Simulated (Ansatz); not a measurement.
Here is the system:

```yaml
crystal:
  lattice:
    - [4.17472, 0.00000, 0.00000]
    - [0.00000, 4.17472, 0.00000]
    - [2.08736, 2.08736, 2.95198]
  atoms:
    - { symbol: In, position: [0.00000, 0.00000, 0.00000] }
    - { symbol: P, position: [0.75000, 0.25000, 0.50000] }
```

Space group of this cell: F-43m, zinc blende. The cell is taken as given.

All values below come from r2SCAN (plane waves, PAW; Ansatz, a quantum-chemistry and plane-wave program).

The current runs along the normal of the first two printed vectors; no spin-orbit coupling. Scaled by the factor s: the length along the current (ions clamped). Meshes 10×10×10 and 8×8 across the current in all rows.

```csv
s,mean pressure (GPa),band gap (eV)
0.97,2.3,?
1.00,0.1,1.04
1.03,-1.8,0.81
```

Task: Take the slope of the band gap against ln s from the two given rows, extrapolate to s = 0.97, and say what the run there gives.

Result: Slope = (0.81 − 1.04) / ln 1.03 = -7.78 eV. The line gives 1.04 + (-7.78) × ln 0.97 = 1.28 eV. The run gives 1.12 eV, 0.16 eV under the line, 66 % of the predicted step.
